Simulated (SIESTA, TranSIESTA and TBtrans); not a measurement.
Run with TranSIESTA and TBtrans (open boundaries, self-consistent; PseudoDojo norm-conserving potentials, scalar-relativistic): Spin polarized, PAO.BasisSize DZP, PAO.EnergyShift 0.15 eV, XC.Authors PBE, Mesh.Cutoff 200 Ry, ElectronicTemperature 300 K, TS.Voltage 0.0 eV, TBT.Elecs.Eta 0.001 eV.

Junction: Ru chain with one bond stretched by 0.6 Å. Leads: straight Ru chain, spacing 2.385 Å. Geometry: as built, not relaxed. Transport runs along z; the first 6 and the last 6 of the 20 atoms are the lead cells, repeated to infinity.

```xyz
20
Lattice="9.000 0.000 0.000 0.000 9.000 0.000 0.000 0.000 48.300" Properties=species:S:1:pos:R:3 pbc="F F T"
Ru     4.500     4.500     0.000
Ru     4.500     4.500     2.385
Ru     4.500     4.500     4.770
Ru     4.500     4.500     7.155
Ru     4.500     4.500     9.540
Ru     4.500     4.500    11.925
Ru     4.500     4.500    14.310
Ru     4.500     4.500    16.695
Ru     4.500     4.500    19.080
Ru     4.500     4.500    21.465
Ru     4.500     4.500    24.450
Ru     4.500     4.500    26.835
Ru     4.500     4.500    29.220
Ru     4.500     4.500    31.605
Ru     4.500     4.500    33.990
Ru     4.500     4.500    36.375
Ru     4.500     4.500    38.760
Ru     4.500     4.500    41.145
Ru     4.500     4.500    43.530
Ru     4.500     4.500    45.915
```
Starting moments (μB): atom 7 +1.5, atom 8 +1.5, atom 9 +1.5, atom 10 +1.5, atom 11 +1.5, atom 12 +1.5, atom 13 +1.5, atom 14 +1.5; lead atoms +1.5 (left) and +1.5 (right).

Problem. Give the largest eigenchannel transmissions at the Fermi level (four at most) and the total.

Solution. Up: 0.98, 0.27, 0.27, 0.065 (total 1.59); down: 0.96, 0.32, 0.32, 0.28 (total 2.37). The magnetic order of the leads was set by the start, and no other order was tried; the separate lead runs end at 1.62 (left) and 1.62 (right) μB an atom. The straight chain is held at its spacing; free chains may zigzag or dimerise.
